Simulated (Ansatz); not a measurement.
Consider CuI in the zinc blende structure (space group F-43m, No. 216; a = 5.939 Å).

All numbers come from PBEsol, PAW, 420 eV (Ansatz, a program for electronic structure; no SOC).

Before the change:

Volume per atom: 26.19 Å³
Valley order: Γ 1.17 eV; L along ⟨111⟩ 2.11 eV; X along ⟨100⟩ 2.47 eV

It is then changed as follows: cell and atoms relaxed at a pressure of 15 GPa.

Question: Predict the new volume per atom and valley order.

Answer: The volume per atom decreases by 4.47 Å³ to 21.72 Å³; the valley order (the lowest conduction-band minima on the path, energy above the VBM, named in the base's zone) goes from Γ 1.17 eV; L along ⟨111⟩ 2.11 eV; X along ⟨100⟩ 2.47 eV to Γ 1.78 eV; X along ⟨100⟩ 2.03 eV; L along ⟨111⟩ 2.25 eV.

With I present, leaving out spin-orbit coupling can change the band edges. The levels and masses belong to the bands next to the band gap. Load acts through the strain it causes; cell and atoms are relaxed under it. Stability against distortions was not tested. Tetrahedral semiconductors of this kind turn to denser phases somewhere between about 1 and 50 GPa; those were not computed, so compressed cells here can lie past the real transition. All final runs are without spin polarisation.
